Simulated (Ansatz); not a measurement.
## Ansatz run on InBi2S4Cl (Cm, 8 atoms in the cell): self-consistent single point

Computed with PBEsol, default PAW files made with PBE (plane waves; Ansatz, a quantum-chemistry and plane-wave program).

Input as run:

Ansatz 0.2 input:
```yaml
crystal:
  lattice:
    - [6.320314, -1.977294, 0.000000]
    - [6.320314, 1.977294, 0.000000]
    - [-3.722189, 0.000000, 7.794978]
  atoms:
    - { symbol: In, position_ang: [0.000004, 0.000000, 0.049997] }
    - { symbol: Bi, position_ang: [9.033445, 0.000000, 2.144866] }
    - { symbol: Bi, position_ang: [-0.115006, 0.000000, 5.650112] }
    - { symbol: S, position_ang: [0.885991, 0.000000, 2.470073] }
    - { symbol: S, position_ang: [8.032448, -0.000000, 5.324905] }
    - { symbol: S, position_ang: [4.533757, -0.000000, 0.421552] }
    - { symbol: S, position_ang: [4.384682, -0.000000, 7.373426] }
    - { symbol: Cl, position_ang: [4.459219, 0.000000, 3.897489] }
basis:
  ecutwfc: 420.0
kpoints:
  mp_grid:
    grid: [6, 6, 2]
hamiltonian:
  xc: pbesol
  pseudopotentials:
    kind: paw
scf:
  occupations:
    method: fermi_dirac
    width: 0.02
output:
  forces: true
  eigenvalues: true
  stress: true
```

Output (repeated stretches shortened):

```
WARN ansatz: RAYON_NUM_THREADS=1 ignored (pool sized by the plan → 1); use --threads N
Pseudopotentials: kind: paw
Pseudopotential: In, paw, valence charge 13
Pseudopotential: Bi, paw, valence charge 15
Pseudopotential: S, paw, valence charge 6
Pseudopotential: Cl, paw, valence charge 7
Crystal: 8 atoms, lattice volume = 194.830 Å³
Basis set: ecut = 420 eV, 3793 PW (Γ), exchange–correlation on 90×90×120 points (8 copies of the dense FFT grid, shifted against one another)
Bands: 45, of which v1, the nominal top of the filled ones, is band 37 counted from 1 (36 counted from 0)
Symmetry: 2 space group operations
Space group: Cm (ITA 8), of the structure as read, at distance tolerance 5.8e-5 Å
k-points: 26 of 72 (time reversal used)
PAW frozen core: In, regenerated for the run's functional, and the local potential with it
PAW frozen core: Bi, regenerated for the run's functional, and the local potential with it
PAW frozen core: S, regenerated for the run's functional, and the local potential with it
PAW frozen core: Cl, regenerated for the run's functional, and the local potential with it
Initial density: superposition of atomic densities (neutral atoms: chi_scale 0, normalization atom), corrected by the library's trained network
Initial wavefunctions: pseudopotential atomic-orbital guess
Eigensolver: davidson
Functional: x = pbesol(κ = 0.804, μ = 0.12345679012345678), c = pbesol(β = 0.046)
SCF iter   1: F=—  HF=-34614.307090 eV  |F-HF|=—  |Δ(HF+E_count)|=         —  Δρ=5.45e-3  dr2=9.95e-2  ethr=1.77e-3  ⟨swp⟩=7.9  Hψ=5120  notcnv=0  defer=1
all-band conjugate gradients solve this SCF's bands
preconditioner: auto → Resta (q_TF=auto, 2.322 Å⁻¹)
SCF iter   2: F=—  HF=-34614.284841 eV  |F-HF|=—  |Δ(HF+E_count)|=   2.22e-2  Δρ=2.76e-3  dr2=2.51e-2  ethr=1.34e-4  ⟨swp⟩=2.0  Hψ=1538  notcnv=0  defer=29
SCF iter   3: F=—  HF=-34614.278932 eV  |F-HF|=—  |Δ(HF+E_count)|=   5.91e-3  Δρ=4.37e-4  dr2=4.56e-4  ethr=3.39e-5  ⟨swp⟩=2.1  Hψ=1712  notcnv=0  defer=29
SCF iter   4: F=—  HF=-34614.278924 eV  |F-HF|=—  |Δ(HF+E_count)|=   8.39e-6  Δρ=1.18e-4  dr2=2.58e-5  ethr=6.16e-7  ⟨swp⟩=2.0  Hψ=2059  notcnv=0  defer=29
SCF iter   5: F=—  HF=-34614.279000 eV  |F-HF|=—  |Δ(HF+E_count)|=   7.65e-5  Δρ=3.07e-5  dr2=2.21e-6  ethr=3.48e-8  ⟨swp⟩=2.7  Hψ=2000  notcnv=0  defer=29
SCF iter   6: F=—  HF=-34614.279002 eV  |F-HF|=—  |Δ(HF+E_count)|=   1.77e-6  Δρ=6.61e-6  dr2=1.47e-7  ethr=2.99e-9  ⟨swp⟩=2.1  Hψ=1687  notcnv=0  defer=29
SCF iter   7: F=-34614.279002 eV  HF=-34614.279002 eV  |F-HF|=3.89e-9  |Δ(HF+E_count)|=   1.11e-7  Δρ=2.54e-6  dr2=1.09e-8  ethr=1.35e-10  ⟨swp⟩=9.5  Hψ=5085  notcnv=0
SCF 1 converged in 7 iterations: F = -34614.279002 eV  dr2 = 1.09e-8
SCF converged after 7 iterations
Free energy (F): -34614.279002 eV
Harris-Foulkes:  -34614.279002 eV  (|F-HF|=3.89e-9)
Internal energy: -34614.279002 eV  (E = F + TS)
E sigma→0 (E₀):  -34614.279002 eV
Fermi energy:    7.465100 eV
--- Per-component energies (eV) ---
  E_band       = -305.093108
  E_kinetic    = 1426.093516
  E_local      = -5207.080300  (includes V_loc(G=0)·N_el)
  E_nonlocal   = 1642.913429
  E_hartree    = 1793.453034
  E_xc         = -1001.406851
  E_vxc        = -854.808689  (∫ρ·V_xc dr)
  E_paw        = -28083.802853  (= ΣΔE_a)
  E_vpaw       = -899.114262  (= ΣTr[D̂ρ^β])
  E_aug_tail   = -0.000794  (compensation charges beyond the density's cutoff)
  E_ewald      = -5185.189820
  E_core_change = 0.741636  (= ΣΔE_core)
  E_smearing   = -0.000000  (= −TS)
  E_closure    = -0.000000  (closes the sum)
  Σ components = -34614.279002   (vs F -34614.279002, Δ=0.00e0)
--- Forces (eV/Å), atoms counted from 1 ---
  atom   1  In    -0.04558307     0.00000000    -0.32536709
  atom   2  Bi    -0.08215022     0.00000000    -0.10961138
  atom   3  Bi     0.15175056     0.00000000     0.11245960
  atom   4  S      0.20508377     0.00000000     0.01889420
  atom   5  S     -0.17689815     0.00000000     0.24171430
  atom   6  S      0.03397002     0.00000000    -0.07301081
  atom   7  S     -0.07951436     0.00000000     0.15162064
  atom   8  Cl    -0.00665680     0.00000000    -0.01669255
  max |Σ_I F_I| component: 6.92e-6 eV/Å
--- Stress (GPa, compression-positive) ---
       -3.395420       0.000000      -0.218910
        0.000000      -3.537536       0.000000
       -0.218910       0.000000      -3.366865
  P = ⅓ Tr σ = -3.4333 GPa (-34.333 kbar)
  The stress holds the Pulay correction. Without it, at fixed plane waves, as pw.x and ABINIT print it: P = -3.4554 GPa
--- Band table (eV; the first three rows and the last of 26) ---
  k-point 0: bands = ["-15.6975", "-15.6753", "-15.6598", "-15.6575", "-15.6392", "-15.6338", "-15.6309", "-15.6225", "-15.6006", "-15.5944", "-7.2092", "-7.0817", "-6.8645", "-6.8220", "-6.7919", "-6.7554", "-6.2453", "-5.6335", "-4.5516", [...]
  k-point 1: bands = ["-15.6975", "-15.6753", "-15.6603", "-15.6571", "-15.6396", "-15.6337", "-15.6310", "-15.6221", "-15.6005", "-15.5944", "-7.1161", "-6.9889", "-6.8645", "-6.8447", "-6.8090", "-6.7554", "-6.4323", "-5.8670", "-4.3655", [...]
  k-point 2: bands = ["-15.6889", "-15.6799", "-15.6590", "-15.6491", "-15.6384", "-15.6369", "-15.6353", "-15.6217", "-15.5992", "-15.5977", "-7.1308", "-6.9884", "-6.9341", "-6.8062", "-6.7868", "-6.7648", "-6.1500", "-5.4375", "-4.5100", [...]
  k-point 25: bands = ["-15.6976", "-15.6753", "-15.6601", "-15.6571", "-15.6393", "-15.6337", "-15.6310", "-15.6223", "-15.6006", "-15.5944", "-7.1524", "-6.9216", "-6.8639", "-6.8396", "-6.7940", "-6.7555", "-6.1385", "-6.0039", "-4.6592", [...]
```

The run converged in 7 iterations.

The starting cell comes from a database of computed structures (which also holds hypothetical and non-ambient phases and stackings), without a prior relaxation at this level. Its lattice was rescaled by up to half a per cent. One atom was moved a little off its site on purpose. Spin-orbit coupling is off. With a pressure of about -3 GPa the cell is away from its equilibrium volume at this level. Ansatz's pressure includes its estimate of the finite-basis (Pulay) stress. Another mesh or the band path of this cell gives a smaller gap, so this value is not converged in the mesh.
